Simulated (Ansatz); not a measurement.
The starting structures come from a database of crystals and need not be the phases stable at ambient conditions.

Inside the gap of an insulator the Bloch states are evanescent, with a wavenumber k + iκ along the transport direction.

Input:

```xyz
3
Lattice="3.0579 0.0000 0.0000 0.0000 3.0579 0.0000 1.5289 -1.5289 2.1623" Properties=species:S:1:pos:R:3 pbc="T T T"
Be     1.5289     0.0000     1.0811
Be     3.0579     1.5289     1.0811
C      0.0000     0.0000     0.0000
```

Space group of this cell: Fm-3m. The cell is taken as given; by PBEsol its mean pressure is -1.9 GPa.

Transport runs along the normal of the first two printed cell vectors, the (001) plane of the conventional cell.

No gap correction and no spin-orbit coupling; mid-gap values are interpolated between computed energies.

Q: Predict the band gap and the smallest decay constant κ at mid-gap from PBEsol run with Ansatz (a quantum-chemistry and plane-wave program).

A: Gap 1.07 eV on a 14×14×14 mesh; κ = 0.172 1/Å, at the zone centre.
